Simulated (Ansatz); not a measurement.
**NiSi with two functionals, pressure 3 GPa**

Consider NiSi (space group Pnma, No. 62; a = 5.1898 Å, b = 3.3503 Å, c = 5.6236 Å; non-magnetic).

(Cell as relaxed with PBE.)

Levels (all Ansatz, a first-principles code, PAW, earlier PAW set): PBE (420 eV, scalar-relativistic without spin-orbit coupling); r2SCAN (500 eV, scalar-relativistic without spin-orbit coupling).

Each level relaxes its own structure.

```json
[
 {"base": "volume per atom", "PBE": "12.22 Å³", "r2SCAN": "11.92 Å³"},
 {"base": "band gap", "PBE": "zero", "r2SCAN": "zero"}
]
```

One thing is altered: cell and atoms relaxed at a pressure of 3 GPa.

| quantity | PBE | r2SCAN |
|---|---|---|
| volume per atom | 12.01 Å³ | 11.72 Å³ |
| band gap | zero | zero |

PBE's volume per atom lies 0.29 Å³ above r2SCAN's (2.4 %); the two agree on the band gap. Neither level is exact; r2SCAN is the comparison here, not a measurement.

Load acts through the strain it causes; cell and atoms are relaxed under it. Whether these cells are dynamically stable was not tested. Starting moments died away, wholly or in part, for the base; another magnetic solution may exist. All final runs are without spin polarisation.
